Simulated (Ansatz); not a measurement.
**SiH3 on the 1x1 (10-10) surface of wurtzite AlN (cut with top plane Al + N), one in a 2x1 cell, started at the site 'hollow Al-Al-N-N'**

Host crystal: wurtzite AlN, with a band gap (PBE, scalar-relativistic without spin-orbit coupling).

Computed with r2SCAN, at the PBE geometry and the start's symmetry (plane waves to 500 eV, PAW; Ansatz, a first-principles code).

Set-up: 36 atoms, 8.9 Å thick at the start under the adsorbate (thin: gaps and levels are the slab's own); mesh 3x4x1; 0.01 eV smearing; dipole correction on; single point; no symmetry held, on the structure that PBE left; spin-polarised, ending with about 1.0 μB a cell; orders that need a larger cell were not tried, no spin-orbit, no U, no dispersion correction. The program's check for a lower electronic state was not made. At the end it is bonded to N. In PBE it is, or lies within 0.03 eV of, the lowest of the starts that converged; the order may differ at this level.

```json
{
 "adsorption energy against SiH4(g) − ½ H2(g) at the same level": "-7.9 kcal/mol",
 "change_of_the_step_from_the_bottom_to_the_top_vacuum_level_against_the_clean_slab": "0.59 eV",
 "height of the binding atom over the mean of the host atoms within 0.3 Å of the top one": "1.843 Å",
 "magnetic_moment_of_the_cell": "1.00 μB",
 "nearest_host_atoms_of_the_binding_atom": "N at 1.79 Å, Al at 2.89 Å, Al at 3.01 Å",
 "note": "in the relaxation the adsorbate left its starting site by 1.7 Å",
 "cost": "roughly 10 core-minutes"
}
```

A negative adsorption energy means that the adsorbate is more stable on the surface than in its reference.
